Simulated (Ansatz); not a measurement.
Consider Mo3Si in the A15 (Cr3Si type) structure (space group Pm-3n, No. 223; a = 4.885 Å). Axes: x, y, z lie along the cube axes.

Calculations: DFT with r2SCAN, PAW potentials and a 500 eV plane-wave cutoff in Ansatz (a program for electronic structure), no spin-orbit coupling, earlier PAW set.

Before the change:

- Pressure: 0.0 GPa
- Volume per atom: 14.57 Å³

Perturbation: biaxial strain −0.67 %, plane normal [001], relaxed out of plane (Cartesian); in-plane vectors clamped, the third vector and the atoms free.

Estimate the effect on the energy relative to the base.

The energy rises by 2.3 meV/atom.

What does the calculation give for the pressure after the change?

The pressure (mean of the normal stresses, compression positive) goes from zero to 2.6 GPa.

What does the calculation give for the volume per atom after the change?

The volume per atom shrinks by 0.14 Å³ (14.57 Å³ → 14.43 Å³).

Without a gap, meshes like the base's 10×10×10 leave anisotropic stresses uncertain by several tenths of a GPa, and small strain energies with them. Stability against distortions was not tested. The final runs are not spin-polarised.
